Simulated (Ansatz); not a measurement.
Amorphous cells of 8 compositions: the gap between the highest filled and lowest empty level at the zone centre, by PBE and by a single point of HSE06 on the same geometry (PBE, scalar-relativistic without spin-orbit coupling (plane waves to 420 eV, PAW; Ansatz, an electronic-structure program); exact exchange cut at the cells' faces). The networks come from melt-quench runs on the CHGNet potential at compositions and starting densities chosen by hand, with anions pushed apart in the CHGNet dynamics, and DFT then relaxed them. The cells are small and were quenched far faster than real films, so single cells scatter. Defect or tail levels can set these gaps. The rows are the first to finish with both values and no moments.

```
cell                           PBE gap x (eV)  HSE06 gap y (eV)
-----------------------------  --------------  ----------------
A (Si24O36, 2.37 g/cm3)                  1.01              1.72
B (Si20Sn5O45, 2.78 g/cm3)               2.63          withheld
C (Si18Pb6O42, 3.72 g/cm3)               3.45              4.63
D (Si18Na6Ca3O42, 2.34 g/cm3)            3.59              5.20
E (Si18Na12O42, 2.23 g/cm3)              3.63              5.24
F (Si22Ti2O48, 2.17 g/cm3)               4.10              5.91
G (Si20Al4O46, 2.20 g/cm3)               4.54              6.30
H (Si22O39F10, 1.90 g/cm3)               5.55              7.35
```

Problem. Fit a straight line through the 7 full rows and predict the withheld value for B (Si20Sn5O45, 2.78 g/cm3).

Solution. Means: x = 3.696, y = 5.193. Slope = Σ(Δx Δy) / Σ(Δx²) = 14.69 / 11.6 = 1.27; the r.m.s. residual is 0.163. Prediction: 5.193 + 1.27 × (2.63 − 3.696) = 3.84. The run gave 3.62, 0.22 below the line.
